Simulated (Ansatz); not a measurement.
O vacancy (V_O) in beta Ga2O3 (start: the O(1) site; 160-site cell, Γ-point sampling), charge +2. Level of theory: PBE, PAW (plane waves to 420 eV; Ansatz, a program for electronic structure).

| Item | Value |
|---|---|
| total energy of the defect cell | -296090.0395 eV |
| total energy of the perfect cell | -296641.0591 eV |
| μ(O) in O2 molecule in a box, atoms added −1 | -564.9684 eV |
| Δμ(O), O-rich | 0.000 eV |
| valence-band maximum on the cell's zero | 7.571 eV |
| image correction with alignment | 0.346 eV |
| Fermi level above the maximum | 0.80 eV |

### Question
Work out the formation energy.

### Answer
E_f = E(defect) − E(perfect) − Σ n μ + q (E_VBM + E_F) + E_corr = 551.020 − (564.968) + (16.742) + (0.346) = 3.14 eV.
